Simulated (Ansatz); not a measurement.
Input:

```
SiC
1.0
    0.00000     2.18351     2.18351
    2.18351     0.00000     2.18351
    2.18351     2.18351     0.00000
C Si
1 1
Direct
  0.75000   0.75000   0.75000
  0.00000   0.00000   0.00000
```

No spin polarisation.

Method: Kohn–Sham DFT with the PBE functional, run in Ansatz (an electronic-structure program) with PAW and 420 eV plane waves, scalar-relativistic without spin-orbit coupling, earlier PAW set. Γ-centred 13×13×13 mesh, Fermi–Dirac width 0.05 eV.

**Question.** Predict the gap character and smallest direct gap.

**Answer.** The gap character is indirect, Γ → X and the smallest direct gap is 4.54 eV.

The cells carry an imposed strain or load. Whether these cells are dynamically stable was not tested. The cell was made from SiC in the zinc blende structure (space group F-43m, No. 216) by this change: isotropic strain −0.29 %.
